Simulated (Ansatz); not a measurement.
A short convergence ladder for WSe2 (P3m1, 6 atoms in the cell)

```
WSe2
1.0
    1.64820    -2.85477     0.00000
    1.64820     2.85477     0.00000
    0.00000     0.00000    13.02480
W Se
2 4
Direct
  0.33333   0.66667   0.25384
  0.66667   0.33333   0.75000
  0.33333   0.66667   0.87900
  0.66667   0.33333   0.37900
  0.66667   0.33333   0.12100
  0.33333   0.66667   0.62100
```

Base method: PBEsol, PAW files made with PBE (plane waves; Ansatz, a program for electronic structure).

Base settings: basis.ecutwfc = 420 eV; kpoints.mp_grid.grid = 9 9 2; hamiltonian.xc = pbesol; hamiltonian.pseudopotentials = {kind: paw} (the program's default PAW files); scf.occupations.method = fermi_dirac; scf.occupations.width = 0.05 eV.

**The width of Fermi-Dirac smearing**

The mesh stays at the base's, so the ladder's end is converged at best in this setting alone.

Only quantities that move along the ladder and can be compared are tabulated.

```csv
scf.occupations.width,free energy less the last step's (meV/atom),pressure (GPa),largest difference of a force vector from the last step's (eV/Å)
1 eV,-628.33,6.44,1.290
0.5 eV,-69.69,-0.79,0.300
0.2 eV,-1.16,-2.26,0.015
0.1 eV,-0.02,-2.29,0.001
0.02 eV,0.00,-2.29,0.000
```

Widest scf.occupations.width that holds the free energy within 1 meV/atom of the last step, with all finer ones: 0.1 eV; the step before is off by 1.2 meV/atom.

Widest scf.occupations.width that holds the forces within 0.01 eV/Å of the last step, with all finer ones: 0.1 eV; the step before is off by 0.015 eV/Å.

Widest scf.occupations.width that holds the pressure within 1 GPa of the last step, with all finer ones: 0.2 eV; the step before is off by 1.5 GPa.

On the base run: the starting cell has typed, rounded lattice constants, without a prior relaxation at this level. Its lattice was rescaled by up to half a per cent. One atom was moved a little off its site on purpose. In the base run, forces exceed 1 eV/Å. Ansatz's pressure includes its estimate of the finite-basis (Pulay) stress.

Keys are those of Ansatz 0.2.
